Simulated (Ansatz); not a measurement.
The reference is CdSe in the wurtzite structure (space group P6_3mc, No. 186).

```yaml
crystal:
  lattice:
    - [4.30206, 0.00000, 0.00000]
    - [-2.15103, 3.72569, 0.00000]
    - [0.00000, 0.00000, 7.02135]
  atoms:
    - { symbol: Cd, position: [0.66667, 0.33333, 0.00046] }
    - { symbol: Cd, position: [0.33333, 0.66667, 0.50046] }
    - { symbol: Se, position: [0.66667, 0.33333, 0.62474] }
    - { symbol: Se, position: [0.33333, 0.66667, 0.12474] }
```

Cartesian axes are those of the cell as printed.

The values are results of PBEsol in Ansatz (plane waves to 420 eV, PAW, spin-orbit coupling left out), earlier PAW set, not measurements.

It is then changed as follows: the cell is scaled by 0.9716 in all directions; the atoms relax in the strained cell.

Question: Predict the stress tensor and what it implies for the stiffness.

Answer: Stress of the strained cell less that of the base (GPa, compression positive):
```
   5.46    0.00    0.00
   0.00    5.46    0.00
   0.00    0.00    5.56
```

Then B = −ΔP/(ΔV/V₀) with ΔV/V₀ = -0.0828 gives secant stiffness values (nonlinear terms included at this strain): B (at held cell shape, above the free-shape value) ≈ 66 GPa.

As a check, the harmonic strain energy −½ V₀ Δσ:ε is 41 meV/atom; the computed energy rise is 37 meV/atom.

Whether these cells are dynamically stable was not tested.

Ansatz is a quantum-chemistry and plane-wave program.
